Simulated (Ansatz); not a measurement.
Consider ScBi in the zinc blende structure (space group F-43m, No. 216; a = 6.739 Å; a hypothetical phase, not in the database extracts checked). Axes: x, y, z lie along the cube axes.

(Cell as relaxed with PBE.)

Levels (all Ansatz, an electronic-structure program, PAW): PBE (420 eV, without spin-orbit coupling); PBEsol (420 eV, no spin-orbit coupling).

Each level relaxes its own structure.

```tsv
base	PBE	PBEsol
volume per atom	38.26 Å³	36.61 Å³
lattice parameter a	6.739 Å	6.641 Å
band gap	1.35 eV	1.30 eV
```

It is then changed as follows: uniaxial strain ε_yy = +0.94 %, all other strain components held at zero, atoms relaxed at fixed cell.

```json
[
 {"quantity": "stress (xx, yy, zz, yz, xz, xy; compression positive)", "PBE": "(-0.32, -0.36, -0.32, 0.00, 0.00, 0.00) GPa", "PBEsol": "___"},
 {"quantity": "shortest interatomic distance", "PBE": "2.927 Å", "PBEsol": "___"},
 {"quantity": "valley order (the lowest conduction-band minima on the path, energy above the VBM, named in the base's zone)", "PBE": "X along [010] 1.32 eV; X along [001] 1.34 eV; a point along [10-1], about 0.5 Å⁻¹ from Γ 1.93 eV; a point along [1-1-1], about 0.3 Å⁻¹ from Γ 2.05 eV", "PBEsol": "___"},
 {"quantity": "shift of the gap caused by the change", "PBE": "-0.03 eV", "PBEsol": "___"}
]
```

Task: Given the PBE results, estimate those of PBEsol.

Result: 
- stress (xx, yy, zz, yz, xz, xy; compression positive), PBEsol: (-0.36, -0.39, -0.36, 0.00, 0.00, 0.00) GPa
- shortest interatomic distance, PBEsol: 2.885 Å
- valley order (the lowest conduction-band minima on the path, energy above the VBM, named in the base's zone), PBEsol: X along [010] 1.27 eV; X along [001] 1.28 eV; a point along [10-1], about 0.5 Å⁻¹ from Γ 1.97 eV; a point along [1-1-1], about 0.3 Å⁻¹ from Γ 2.09 eV
- shift of the gap caused by the change, PBEsol: -0.03 eV

PBE's shortest interatomic distance lies 0.0427 Å above PBEsol's (1.5 %); both order the valleys alike; the two agree on the shift of the gap caused by the change. Neither level is exact; PBEsol is the comparison here, not a measurement.

With Bi present, leaving out spin-orbit coupling can change the band edges. Whether these cells are dynamically stable was not tested. The final runs are not spin-polarised.
